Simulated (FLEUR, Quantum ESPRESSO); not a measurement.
A Quantum ESPRESSO input for a self-consistent single point of PtSe2 (P-3m1, 3 atoms in the cell) (DFT, PBE, plane waves, PSlibrary ultrasoft (PBE) pseudopotentials):

```fortran
&CONTROL
   calculation = 'scf'
   prefix = 'ptse2'
   outdir = './tmp'
   pseudo_dir = './'
   tprnfor = .true.
   tstress = .true.
/
&SYSTEM
   ibrav = 4
   A = 3.63749603
   C = 4.95401600
   nat = 3
   ntyp = 2
   ecutwfc = 45
   ecutrho = 450
   occupations = 'smearing'
   smearing = 'fd'
   degauss = 0.00147
/
&ELECTRONS
   conv_thr = 1.0e-11
/
ATOMIC_SPECIES
Pt   195.0840  Pt.pbe-n-rrkjus_psl.1.0.0.UPF
Se    78.9710  Se.pbe-n-rrkjus_psl.1.0.0.UPF
ATOMIC_POSITIONS {crystal}
Pt    0.00000000    0.00000000    0.00000000
Se    0.33333333    0.66666667    0.25500000
Se    0.66666667    0.33333333    0.74500000
K_POINTS {automatic}
8 8 5  0 0 0
```

Problem. Give the FLEUR input for the same structure, mesh, smearing and functional.

Solution. One input that does it (others would too):

Input of the input generator:

```
PtSe2 FLAPW
&input film=f /
3.4369356413 -5.9529471530 0.0000000000
3.4369356413 5.9529471530 0.0000000000
0.0000000000 0.0000000000 9.3617334570
1.0
1.0 1.0 1.0

3
78 -0.0000000000 -0.0000000000 0.0000000000
34 0.3333333333 0.6666666667 0.2550000000
34 0.6666666667 0.3333333333 0.7450000000

&comp jspins=1 /
&kpt div1=8 div2=8 div3=5 gamma=t /
&end /
```

```xml
<?xml version="1.0" encoding="UTF-8" standalone="no"?>
<fleurInput fleurInputVersion="0.39">
   <comment>
      PtSe2 FLAPW                                                                                         
   </comment>
   <calculationSetup>
      <cutoffs Kmax="3.7" Gmax="13.0" GmaxXC="13.0" numbands="0"/>
      <scfLoop itmax="60" minDistance="0.00001" maxIterBroyd="99" imix="Anderson" alpha="0.05" precondParam="0.0" spinf="2.0"/>
      <coreElectrons ctail="T" frcor="F" kcrel="0" coretail_lmax="0"/>
      <xcFunctional name="pbe" relativisticCorrections="F"/>
      <magnetism jspins="1"/>
      <soc l_soc="F" theta="0.0" phi="0.0" spav="F"/>
      <expertModes spex="0" secvar="F"/>
      <geometryOptimization l_f="T" forcealpha="1.0" forcemix="BFGS" epsdisp="0.00001" epsforce="0.00001"/>
      <ldaU l_linMix="F" mixParam="0.05" spinf="1.0"/>
   </calculationSetup>
   <cell>
      <bzIntegration valenceElectrons="48.0" mode="hist" fermiSmearingEnergy="0.00073499">
         <kPointListSelection listName="default-1"/>
         <!-- k-points included here -->
         <xi:include xmlns:xi="http://www.w3.org/2001/XInclude" href="kpts.xml"> </xi:include>
      </bzIntegration>
      <!-- symmetry operations included here -->
      <xi:include xmlns:xi="http://www.w3.org/2001/XInclude" href="sym.xml"> </xi:include>
      <bulkLattice scale="1.0">
         <bravaisMatrix>
            <row-1>    3.4369356412999998    -5.9529471530000002     0.0000000000000000</row-1>
            <row-2>    3.4369356412999998     5.9529471530000002     0.0000000000000000</row-2>
            <row-3>    0.0000000000000000     0.0000000000000000     9.3617334569999997</row-3>
         </bravaisMatrix>
      </bulkLattice>
   </cell>
   <atomSpecies>
      <species name="Platinum (Pt)" element="Pt" atomicNumber="78">
         <mtSphere radius="2.12" gridPoints="747" logIncrement="0.018"/>
         <atomicCutoffs lmax="8" lnonsphr="6"/>
         <electronConfig flipSpins="F">
            <coreConfig>(1s1/2) (2s1/2) (2p1/2) (2p3/2) (3s1/2) (3p1/2) (3p3/2) (4s1/2) (3d3/2) (3d5/2) (4p1/2) (4p3/2) (5s1/2) (4d3/2) (4d5/2) (4f5/2) (4f7/2)</coreConfig>
            <valenceConfig>(5p1/2) (5p3/2) (6s1/2) (5d3/2) (5d5/2)</valenceConfig>
            <stateOccupation state="(6s1/2)" spinUp="0.5" spinDown="0.5"/>
            <stateOccupation state="(5d3/2)" spinUp="1.8" spinDown="1.8"/>
            <stateOccupation state="(5d5/2)" spinUp="2.7" spinDown="2.7"/>
         </electronConfig>
         <energyParameters s="6" p="6" d="5" f="5"/>
         <lo type="SCLO" l="1" n="5" eDeriv="0"/>
      </species>
      <species name="Selenium (Se)" element="Se" atomicNumber="34">
         <mtSphere radius="2.12" gridPoints="747" logIncrement="0.017"/>
         <atomicCutoffs lmax="8" lnonsphr="6"/>
         <electronConfig flipSpins="F">
            <coreConfig>(1s1/2) (2s1/2) (2p1/2) (2p3/2) (3s1/2) (3p1/2) (3p3/2)</coreConfig>
            <valenceConfig>(4s1/2) (3d3/2) (3d5/2) (4p1/2) (4p3/2)</valenceConfig>
            <stateOccupation state="(4p1/2)" spinUp="0.6666666666667" spinDown="0.6666666666667"/>
            <stateOccupation state="(4p3/2)" spinUp="1.3333333333333" spinDown="1.3333333333333"/>
         </electronConfig>
         <energyParameters s="4" p="4" d="3" f="4"/>
         <lo type="HELO" l="2" n="4" eDeriv="0"/>
      </species>
   </atomSpecies>
   <atomGroups>
      <atomGroup species="Platinum (Pt)">
         <relPos label="                   1">.0000000000 .0000000000 .0000000000</relPos>
         <force calculate="T" relaxXYZ="TTT"/>
      </atomGroup>
      <atomGroup species="Selenium (Se)">
         <relPos label="                   2">1.000/3.000 -1.000/3.000 .2550000000</relPos>
         <relPos label="                   3">-1.000/3.000 1.000/3.000 -.2550000000</relPos>
         <force calculate="T" relaxXYZ="TTT"/>
      </atomGroup>
   </atomGroups>
   <output dos="F" band="F" slice="F">
      <checks vchk="F" cdinf="F"/>
      <bandDOS minEnergy="-.5*Htr" maxEnergy="0.5*Htr" sigma="0.015" storeEVData="T"/>
      <vacuumDOS vacdos="F" integ="F" star="F" nstars="0" locx1="0.0" locy1="0.0" locx2="0.0" locy2="0.0" nstm="0" tworkf="0.0"/>
      <unfoldingBand unfoldBand="F" supercellX="1" supercellY="1" supercellZ="1"/>
      <plotting iplot="0" polar="F">
         <plot TwoD="T" vec1="  1.0  0.0  0.0" vec2="  0.0  1.0  0.0" vec3="  0.0  0.0  1.0" zero="  0.0  0.0  0.0" file="plot"/>
      </plotting>
      <chargeDensitySlicing numkpt="0" minEigenval="0.0" maxEigenval="0.0" nnne="0" pallst="F"/>
      <specialOutput eonly="F"/>
      <magneticCircularDichroism mcd="F" energyLo="-10.0" energyUp="0.0"/>
   </output>
  <!-- We include the file relax.xml here to enable relaxations (see documentation) -->
  <xi:include xmlns:xi="http://www.w3.org/2001/XInclude" href="relax.xml"> <xi:fallback/> </xi:include>
</fleurInput>
```

Basis, cutoffs, solver keys and any potentials are the target program's own. This input uses DFT, PBE, all-electron FLAPW (FLEUR), scalar-relativistic valence.

The starting cell has typed, rounded lattice constants, without a prior relaxation at this level. Its lattice was rescaled by a random factor within 2.5 % of one.
